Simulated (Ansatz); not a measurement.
Consider Sn in the diamond structure (space group Fd-3m, No. 227; relaxed with 0.1 eV smearing).

Sn has the cubic space group Fd-3m, origin choice 1 (No. 227), the diamond structure, Pearson symbol cF8. Cell: a = b = c = 6.4745 Å, α = β = γ = 90.00°. Sn on 8b sees 4 Sn at 2.804 Å (tetrahedral). (Neighbours: up to the widest gap in distance over summed covalent radii, below 1.35, at either atom.)
(The calculation used a cell of 2 atoms; values per cell refer to that cell.)

Method: LDA (Ansatz, a first-principles code), no spin-orbit coupling.

For the base:

The pressure is 0.0 GPa. The band gap is zero.

Perturbation: the cell is scaled by 0.9700 in all directions, atoms relaxed at fixed cell.

**Question.** What happens to the pressure, band gap and energy relative to the base?

**Answer.** The pressure goes from zero to 5.1 GPa; the band gap remains zero; the energy grows by 43 meV/atom.

The cells carry an imposed strain or load. Stability against distortions was not tested.
